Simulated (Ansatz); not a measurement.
```xyz
3
Lattice="3.0354 0.0000 0.0000 -1.5177 2.6288 0.0000 0.0000 0.0000 4.6410" Properties=species:S:1:pos:R:3 pbc="T T T"
W      0.0000     1.7525     3.4626
W      1.5177     0.8763     1.1784
C      0.0000     0.0000     0.0000
```

W2C (P-3m1), PBEsol, DFPT electron-phonon coupling, linearised Boltzmann equation (plane waves, PAW, scalar-relativistic; Ansatz, a program for electronic structure): the phonon-limited resistivity at 300 K is 17.6 μΩ·cm (x, the basal plane), 17.6 μΩ·cm (y, the basal plane), 10.2 μΩ·cm (z, c). Third figures are kept for the arithmetic.

Question: Bound the resistivity of a random, dense polycrystal without boundary scattering, and give the anisotropy.

Answer: Largest over smallest: 1.73. Upper bound, grains in series: (17.6 + 17.6 + 10.2)/3 = 15.1 μΩ·cm. Lower bound, grains side by side: 3/Σ(1/ρ) = 14.2 μΩ·cm. The best single-crystal direction lies 28 % under the lower bound.

Question: The current-weighted mean free path is 5.17 nm along x and 6.02 nm along z. How does ρ₀ℓ differ between these directions?

Answer: x: 17.6 × 5.17 = 9.1×10⁻¹⁶ Ω·m²; z: 10.2 × 6.02 = 6.1×10⁻¹⁶ Ω·m², a ratio of 1.48. The size effect in a wire also hangs on the velocities towards its walls, so the isotropic formulas don't carry over to this crystal.

A metal at this level (no band gap). Only scattering by harmonic phonons is included (no impurities, grain boundaries, electron-electron scattering or thermal expansion). Spin-orbit coupling is left out, which matters with elements this heavy. The squared frequency of the phonon mode least converged on the k mesh is uncertain by about 14 %. Halving the electron mesh (32x32x20) moves the resistivity by up to 3 % at 300 K, the mean free path by up to 2 %. Smearing 0.20 eV; phonons on a 5x5x3 q mesh, which this run doesn't test.

Computed structure with no diffraction record at hand here (it may be known, metastable or hypothetical): W2C (P-3m1).
